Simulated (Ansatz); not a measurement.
**GaP under a change: biaxial strain +0.50 %, plane normal [001], relaxed out of plane**

Consider GaP in the zinc blende structure (space group F-43m, No. 216; a = 5.451 Å). Axes: x, y, z lie along the cube axes.

Now apply this change: biaxial strain +0.50 %, plane normal [001], relaxed out of plane (Cartesian); in-plane vectors clamped, the third vector and the atoms free.

Method: Kohn–Sham DFT with the r2SCAN functional, run in Ansatz (a quantum-chemistry and plane-wave program) with PAW and 500 eV plane waves, no spin-orbit coupling. k-mesh 10×10×10 (Γ-centred); smearing 0.05 eV (Fermi–Dirac).

```csv
quantity,base,changed,shift
volume per atom,20.25 Å³,20.37 Å³,+0.12 Å³
space group,F-43m (No. 216),I-4m2 (No. 119),–
shortest interatomic distance,4.461 bohr,4.469 bohr,+0.0086 bohr
energy relative to the base (free energy F),0 meV/atom,+0.5 meV/atom,+0.5 meV/atom
"pressure (mean of the normal stresses, compression positive)",0.0 kbar,-5.0 kbar,-5.0 kbar
band gap,1.85 eV,1.76 eV,-0.082 eV
gap character,–,"indirect, Γ → Γ–M (87 % along)",–
smallest direct gap,2.36 eV,2.27 eV,-0.09 eV
electron mass,"1.1 mₑ along k, 0.23 mₑ across (off the special points)","1.0 mₑ along k, 0.23 mₑ across (off the special points)",–
hole mass,–,"0.12 mₑ out of plane, 0.37 mₑ in plane (at Γ)",–
"valence-band top at Γ (three highest levels, from the VBM)","0.00, 0.00, 0.00 eV","0.00, -0.05, -0.05 eV",–
out-of-plane strain,–,-0.42 %,–
mean in-plane stress (compression positive),–,-0.7 GPa,–
```

Final structure (turned so that z lies along the plane normal):

```yaml
crystal:
  lattice:
    - [3.87393, 0.00000, 0.00000]
    - [0.00000, 3.87393, 0.00000]
    - [1.93697, -1.93697, 2.71413]
  atoms:
    - { symbol: Ga, position: [0.00000, 0.00000, 0.00000] }
    - { symbol: P, position: [0.75000, 0.75000, 0.50000] }
```

Cost of the whole job for the changed cell (relaxation, final SCF and bands): very roughly 80 core-seconds.

Masses are band curvatures over ±0.01 Å⁻¹ around the edge. Along k means along the line from Γ to the band edge. Stability against distortions was not tested. k-point labels follow each cell's own Brillouin zone.
